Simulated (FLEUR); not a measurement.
**A self-consistent single point of Na (Im-3m, 1 atom in the cell) with FLEUR**

Method of the run: PBE, all-electron FLAPW (FLEUR), scalar-relativistic valence.

This input was run:

Input of the input generator:

```
Na FLAPW
&input film=f /
-4.0452422287 4.0452422287 4.0452422287
4.0452422287 -4.0452422287 4.0452422287
4.0452422287 4.0452422287 -4.0452422287
1.0
1.0 1.0 1.0

1
11 0.0000000000 0.0000000000 0.0000000000

&comp jspins=1 /
&kpt div1=6 div2=6 div3=6 gamma=t /
&end /
```

```xml
<?xml version="1.0" encoding="UTF-8" standalone="no"?>
<fleurInput fleurInputVersion="0.39">
   <comment>
      Na FLAPW                                                                                            
   </comment>
   <calculationSetup>
      <cutoffs Kmax="3.8" Gmax="13.3" GmaxXC="13.3" numbands="0"/>
      <scfLoop itmax="100" minDistance="0.00001" maxIterBroyd="40" imix="Anderson" alpha="0.05" precondParam="0.0" spinf="2.0"/>
      <coreElectrons ctail="T" frcor="F" kcrel="0" coretail_lmax="0"/>
      <xcFunctional name="pbe" relativisticCorrections="F"/>
      <magnetism jspins="1"/>
      <soc l_soc="F" theta="0.0" phi="0.0" spav="F"/>
      <expertModes spex="0" secvar="F"/>
      <geometryOptimization l_f="T" forcealpha="1.0" forcemix="BFGS" epsdisp="0.00001" epsforce="0.00001"/>
      <ldaU l_linMix="F" mixParam="0.05" spinf="1.0"/>
   </calculationSetup>
   <cell>
      <bzIntegration valenceElectrons="9.0" mode="hist" fermiSmearingEnergy="0.00367493">
         <kPointListSelection listName="default-1"/>
         <!-- k-points included here -->
         <xi:include xmlns:xi="http://www.w3.org/2001/XInclude" href="kpts.xml"> </xi:include>
      </bzIntegration>
      <!-- symmetry operations included here -->
      <xi:include xmlns:xi="http://www.w3.org/2001/XInclude" href="sym.xml"> </xi:include>
      <bulkLattice scale="1.0">
         <bravaisMatrix>
            <row-1>   -4.0452422287000003     4.0452422287000003     4.0452422287000003</row-1>
            <row-2>    4.0452422287000003    -4.0452422287000003     4.0452422287000003</row-2>
            <row-3>    4.0452422287000003     4.0452422287000003    -4.0452422287000003</row-3>
         </bravaisMatrix>
      </bulkLattice>
   </cell>
   <atomSpecies>
      <species name="Sodium (Na)" element="Na" atomicNumber="11">
         <mtSphere radius="2.68" gridPoints="925" logIncrement="0.012"/>
         <atomicCutoffs lmax="10" lnonsphr="8"/>
         <electronConfig flipSpins="F">
            <coreConfig>(1s1/2)</coreConfig>
            <valenceConfig>(2s1/2) (2p1/2) (2p3/2) (3s1/2)</valenceConfig>
            <stateOccupation state="(3s1/2)" spinUp="0.5" spinDown="0.5"/>
         </electronConfig>
         <energyParameters s="3" p="3" d="3" f="4"/>
         <lo type="SCLO" l="0" n="2" eDeriv="0"/>
         <lo type="SCLO" l="1" n="2" eDeriv="0"/>
      </species>
   </atomSpecies>
   <atomGroups>
      <atomGroup species="Sodium (Na)">
         <relPos label="                   1">.0000000000 .0000000000 .0000000000</relPos>
         <force calculate="T" relaxXYZ="TTT"/>
      </atomGroup>
   </atomGroups>
   <output dos="F" band="F" slice="F">
      <checks vchk="F" cdinf="F"/>
      <bandDOS minEnergy="-.5*Htr" maxEnergy="0.5*Htr" sigma="0.015" storeEVData="T"/>
      <vacuumDOS vacdos="F" integ="F" star="F" nstars="0" locx1="0.0" locy1="0.0" locx2="0.0" locy2="0.0" nstm="0" tworkf="0.0"/>
      <unfoldingBand unfoldBand="F" supercellX="1" supercellY="1" supercellZ="1"/>
      <plotting iplot="0" polar="F">
         <plot TwoD="T" vec1="  1.0  0.0  0.0" vec2="  0.0  1.0  0.0" vec3="  0.0  0.0  1.0" zero="  0.0  0.0  0.0" file="plot"/>
      </plotting>
      <chargeDensitySlicing numkpt="0" minEigenval="0.0" maxEigenval="0.0" nnne="0" pallst="F"/>
      <specialOutput eonly="F"/>
      <magneticCircularDichroism mcd="F" energyLo="-10.0" energyUp="0.0"/>
   </output>
  <!-- We include the file relax.xml here to enable relaxations (see documentation) -->
  <xi:include xmlns:xi="http://www.w3.org/2001/XInclude" href="relax.xml"> <xi:fallback/> </xi:include>
</fleurInput>
```

The program printed (abridged):

```
      Welcome to FLEUR        (www.flapw.de)
      MaX-Release 8.1          (www.max-centre.eu)

 ========== k-point set info ==========
 Selected k-point list: default-1
 k-point list type: mesh
 6 x 6 x 6
 Number of k points: 16

 ------------Calculation Setup---------------------------
           1           2           4           8          16
 Number of basis functions:          256
 Iteration:     1   Distance:       0.65151147 me/bohr^3
 Iteration:     2   Distance:       0.61919461 me/bohr^3
 Iteration:     3   Distance:       0.20973538 me/bohr^3
 Iteration:     4   Distance:       0.04631003 me/bohr^3
 Iteration:     5   Distance:       0.02739668 me/bohr^3
 Iteration:     6   Distance:       0.00315942 me/bohr^3
 Iteration:     7   Distance:       0.00266632 me/bohr^3
 Iteration:     8   Distance:       0.00013695 me/bohr^3
 Iteration:     9   Distance:       0.00001132 me/bohr^3
 Iteration:    10   Distance:       0.00000868 me/bohr^3

 Run finished successfully
 Stop message:
   Structural relaxation: Done

[file out, last iteration]
             iter=     11
          p o t e n t i a l   g e n e r a t o r
[...]
          integral of pseudo charge density inside the slab=        0.000000   0.000000
     coulomb potential in the interstitial region:
          density-coulomb potential integrals
          total density-coulomb potenti     -229.0871662208
          density-effective potential integrals for spin  1
          total density-effective poten   -2.4758824770E+02
          charge density-energy density integrals
          total charge density-energy d   -1.4353985401E+01
 Updated energy parameters for spin:           1
  Atom    1 3s branch from -1.94 to  1.10 htr. ; e_l =  0.0732
  Atom    1 3p branch from -0.90 to  1.43 htr. ; e_l =  0.1934
  Atom    1 3d branch from -9.99 to  1.58 htr. ; e_l =  0.3361
  Atom    1 4f branch from -9.99 to  2.87 htr. ; e_l =  0.5009
  Atom    1 2s branch from-37.84 to -1.94 htr. ; e_l(l -1.9421
  Atom    1 2p branch from -9.99 to -0.90 htr. ; e_l(l -0.9101
[...]
 fermi energy and band-weighting factors:
at   0.00000   0.00000   0.00000   k-weight:    0.004630
    8 eigenvalues :
   -1.942128   -0.909724   -0.909724   -0.909724   -0.108825    0.424955    0.424955    0.424955
   [... 2 blocks of this kind left out ...]

[...]
FERMIE:
          first approx. to ef    (T=0)  :   0.008615 htr   (energy of the highest occ. eigenvalue)
          number of occ. states  (T=0)  :         72
          first approx. to seigv (T=0)  :  -9.380000 htr
          sum of weights of occ. states :   4.625000
          sum of semicore charge        :   0.000000 e
FERHIS:  Fermi-Energy by histogram:
          bandgap                     :   0.016395 htr
          charge neutrality (T=0)     :   0.250000    (zero if the highest occ. eigenvalue is "entirely" occupied)
     EF_NEWTON:  Adjust Fermi-Energy by Newton-Method.
               Number of iterations needed  :   8
               The error in the weight is   :  0.97175E-12
               The error in ef is           : -0.64295E-13 htr
     -->  new fermi energy            :   0.007710 htr
          valence charge              :   9.000000 e
          actual charge blw ef-8kt    :   8.731481 e
          actual charge blw ef+8kt    :   9.000000 e
          number of occ. states       :        75
          sum of the valence weights  :    4.500000
          entropy         :   0.313873 *kb htr/K =   0.00000 htr/K
          sum of val. single particle energies:        -9.3821257176 htr
 Direct bandgap for spin            1 :   0.18221880116664688       Htr
 at k-point            8  with k-vector   0.16666666666666666       0.16666666666666666       0.16666666666666666
          valence density: spin= 1
[...]
     l-like charge
     atom     s        p        d        f        total
 -->  1    2.18279  6.04289  0.00459  0.00012    8.23039
          total charge for spin  1=    9.000000
          interst. charge =       0.769605
          mt charge=              8.230395
          total charge  =    9.000000
          z= 11.     r(1)=  0.409900E-04     dx= 0.012000     m.t.index= 925
               n    l     j    energy       weight
               1.   0.   0.5  -37.8414      2.0000
          atom type    1  (spin 1)
          kinetic energy=  0.112819835443E+03     sum of the eigenvalues= -0.756827083575E+02
          0.00000000  electrons lost from core.
          total charge for spin  1=   11.000000
          interst. charge =       0.769605
          mt charge=             10.230395
          total charge  =   11.000000
          zc=    11.000000     qfix=    1.000000
     t o t a l  e n e r g y
          sum of eigenvalues =               -85.0648340751
          density-coulomb potential int     -229.0871662208
          density-effective potential i     -247.5882476953
          charge density-ex.-corr.energ      -14.3539854013
          el.-nucl. inter. diff. m.t.        194.3234410495
          Madelung term for atom type:        -1.7354914094
 ---->    total energy=                     -162.4330873504 htr
 ---->    (input%tkb*entropy) TS=              0.0011534610 htr
 ---->    free energy=                      -162.4342408114 htr
      extrapolation for T->0
 ---->    total electron energy=            -162.4336640809 htr
 ***** TOTAL FORCES ON ATOMS *****
 TOTAL FORCE FOR ATOM TYPE=  1  X=  0.000   Y=  0.000   Z=  0.000
                       FX_TOT= 0.000000 FY_TOT= 0.000000 FZ_TOT= 0.000000
 Structural relaxation: Done
```

The run converged in 10 iterations. FLEUR gives forces in its relaxation mode, with a further iteration, so its stop message speaks of a relaxation.

The starting cell has typed, rounded lattice constants, without a prior relaxation at this level. Its lattice was rescaled by up to half a per cent. Values depend on the basis (sphere radii, cutoffs, local orbitals), which need not be converged. The log's line on a gap gives a spacing of levels on this mesh, which the program prints for metals too.
